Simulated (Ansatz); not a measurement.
The reference is CdGeAs₂ in the chalcopyrite structure (space group I-42d, No. 122; a = 6.0477 Å, c = 11.4884 Å).

All numbers come from PBE, PAW, 420 eV (Ansatz, a quantum-chemistry and plane-wave program; spin-orbit coupling left out).

For the base:

- Pressure = -0.01 GPa

It is then changed as follows: an isotropic linear strain of −2.25 %, atoms relaxed at fixed cell.

Question: What does the calculation give for the energy relative to the base after the change?

Answer: The energy grows by 21 meV/atom.

Question: Estimate the effect on the pressure.

Answer: The pressure (mean of the normal stresses, compression positive) increases by 4.215 GPa (-0.01 GPa → 4.21 GPa).

Stability against distortions was not tested.
